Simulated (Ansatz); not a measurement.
Given:

```
CELL_PARAMETERS angstrom
      3.95859     0.00000     0.00000
      0.00000     3.95859     0.00000
      0.00000     0.00000     3.95859
ATOMIC_POSITIONS crystal
  Ba 0.00000 0.00000 0.00000
  Li 0.50000 0.50000 0.50000
  F  0.00000 0.50000 0.50000
  F  0.50000 0.00000 0.50000
  F  0.50000 0.50000 0.00000
```

Calculation: PBEsol, rigid bands (plane waves, PAW, scalar-relativistic; Ansatz, a first-principles code). Geometry: cell and atoms relaxed with PBEsol.

Problem. What conductivity effective mass do dilute electrons have at 300 K?

Solution. 0.60 mₑ.

Problem. Predict the hole conductivity mass (n e² τ/σ) at 300 K, by direction if it differs.

Solution. 3.1 mₑ.

Problem. And the band gap?

Solution. 6.62 eV at this level; semilocal functionals usually fall short of the measured gap.

Rigid bands, one relaxation time for all states, no polarons. Spin-orbit coupling is left out; where it splits the top of the valence band it changes the hole mass and lowers the gap by about a third of the splitting.

Computed structure with no diffraction record at hand here (it may be known, metastable or hypothetical): LiBaF3 (Pm-3m).
